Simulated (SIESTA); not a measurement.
Input and output of a self-consistent single point for LuPt₃ (P1, 4 atoms in the cell) (SIESTA).

Method of the run: GGA PBEsol, numerical atomic orbitals DZP, PseudoDojo PBEsol standard norm-conserving potentials (rewritten from UPF to PSML) (SIESTA 5.4.2).

The change in words: lattice scaled by 0.98. Reference geometry:
```
CELL_PARAMETERS angstrom
      4.04579     0.00000     0.00000
      0.00000     4.04579     0.00000
      0.00000     0.00000     4.04579
ATOMIC_POSITIONS crystal
  Lu 0.01434 0.98671 0.02082
  Pt 0.96532 0.49907 0.51282
  Pt 0.49506 0.00942 0.47420
  Pt 0.52528 0.50479 0.99216
```

Reference input (self-consistent single point, DFT, GGA PBEsol, numerical atomic orbitals DZP, PseudoDojo PBEsol standard norm-conserving potentials (rewritten from UPF to PSML)): XC.functional = GGA; XC.authors = PBEsol; potentials = PseudoDojo PBEsol standard; PAO.BasisSize = DZP; PAO.EnergyShift = 0.005 Ry; MeshCutoff = 300 Ry; kgrid.MonkhorstPack = 5 5 5; OccupationFunction = FD; ElectronicTemperature = 0.136 eV; MaxSCFIterations = 150; SCF.Mixer.Method = Pulay; SCF.Mixer.Weight = 0.2. This run's input differs from it in these lines:

```diff
@@ -12,5 +12,5 @@
 %block LatticeVectors
-     4.045790000    0.000000000    0.000000000
-     0.000000000    4.045790000    0.000000000
-     0.000000000    0.000000000    4.045790000
+     3.964874000    0.000000000    0.000000000
+     0.000000000    3.964874000    0.000000000
+     0.000000000    0.000000000    3.964874000
 %endblock LatticeVectors
```

Output, abridged:

```
        iscf     Eharris(eV)        E_KS(eV)     FreeEng(eV)     dDmax    Ef(eV) dHmax(eV)
   scf:    1   -17286.392600   -17349.063159   -17349.169815  1.371692 -1.921286 13.150178
   scf:    2   -17370.940481   -17363.741662   -17363.884679  0.364185 -3.311645  3.649416
   scf:    3   -17365.467605   -17364.756809   -17364.875228  0.142916 -3.658523  2.997865
   scf:    4   -17365.251414   -17365.068642   -17365.173891  0.147061 -3.941016  0.290874
   scf:    5   -17365.072886   -17365.071014   -17365.176012  0.009628 -3.957644  0.121834
   [... 6 lines left out ...]
   scf:   12   -17365.071917   -17365.071916   -17365.176945  0.000024 -3.983031  0.000139
   scf:   13   -17365.071916   -17365.071916   -17365.176945  0.000012 -3.983057  0.000085
   scf:   14   -17365.071917   -17365.071916   -17365.176945  0.000011 -3.983047  0.000012
   scf:   15   -17365.071916   -17365.071916   -17365.176945  0.000001 -3.983047  0.000009
SCF Convergence by DM+H criterion
max |DM_out - DM_in|         :     0.0000007832
max |H_out - H_in|      (eV) :     0.0000087817
SCF cycle converged after 15 iterations

Using DM_out to compute the final energy and forces

siesta: E_KS(eV) =           -17365.0719

siesta: E_KS - E_eggbox =    -17365.0719

siesta: Atomic forces (eV/Ang):
     1   -0.134693    0.746964   -1.424926
     2    2.657801   -0.009392   -0.629376
     3   -0.290162   -0.389838    1.837122
     4   -2.228663   -0.348914    0.219909
   Tot    0.004284   -0.001181    0.002729
   Max    2.657801
   Res    1.252160    sqrt( Sum f_i^2 / 3N )
   Max    2.657801    constrained

Stress tensor Voigt[x,y,z,yz,xz,xy] (kbar):     -172.30     -126.50     -173.33       -1.59       13.04      -11.37
(Free)E + p*V (eV/cell)   -17359.0546
   [... lines left out ...]
siesta: FreeEng =    -17365.176945
   [... lines left out ...]
siesta:    -0.107540   -0.007099    0.008141
siesta:    -0.007099   -0.078956   -0.000990
siesta:     0.008141   -0.000990   -0.108186

siesta: Cell volume =         62.328715 Ang**3

siesta: Pressure (static):
siesta:                Solid            Molecule  Units
siesta:           0.00106983          0.00132093  Ry/Bohr**3
siesta:           0.09822718          0.12128205  eV/Ang**3
siesta:         157.37728925        194.31527203  kBar
```

The run converged in 15 iterations. Against the reference run the free energy goes up by 46.9 meV/atom, the pressure goes from 0.62 to 15.74 GPa and the largest force goes from 2.042 to 2.731 eV/Å.

The starting cell comes from a database of computed structures (which also holds hypothetical and non-ambient phases and stackings), without a prior relaxation at this level. Its atoms were displaced at random from the sites of space group no. 221. For this run, on top of that: lattice scaled by 0.98. Spin polarisation is off. Values carry the incompleteness of an atom-centred basis. With a pressure of about 16 GPa the cell is away from its equilibrium volume at this level. Forces in this geometry exceed 1 eV/Å.

Cost on one core of a shared machine: roughly 50 s.
